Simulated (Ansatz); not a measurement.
Base system: an 8-atom supercell of ZnCu$_{2}$SnSe$_{4}$ (space group I-4, No. 82; a = 5.699 Å, c = 11.382 Å) at its relaxed geometry.

All numbers come from plane-wave PAW DFT at the r2SCAN level (Ansatz, a quantum-chemistry and plane-wave program, 500 eV), no spin-orbit coupling, earlier PAW set.

Base values:

The pressure comes out as 0.0 GPa.

Modification: a neutral Sn on a Cu site (antisite), atoms relaxed at fixed cell, starting from a slightly rattled geometry.

Tabulated Pauling electronegativity and covalent radius: Cu 1.90, 1.32 Å; Sn 1.96, 1.39 Å.

### Question
How does this affect the shift of the substituted atom off its lattice site?

### Answer
The shift of the substituted atom off its lattice site amounts to 0.57 Å.

### Question
What does the calculation give for the pressure after the change?

### Answer
The pressure goes from zero to 6.0 GPa.

The cell is small, so the values are those of an ordered compound at a high defect concentration; dilute-limit values will differ. A case with no gap was solved on a k-mesh chosen for an insulator, which is coarse for it. The final runs are not spin-polarised. The defect cell is not spin-polarised.
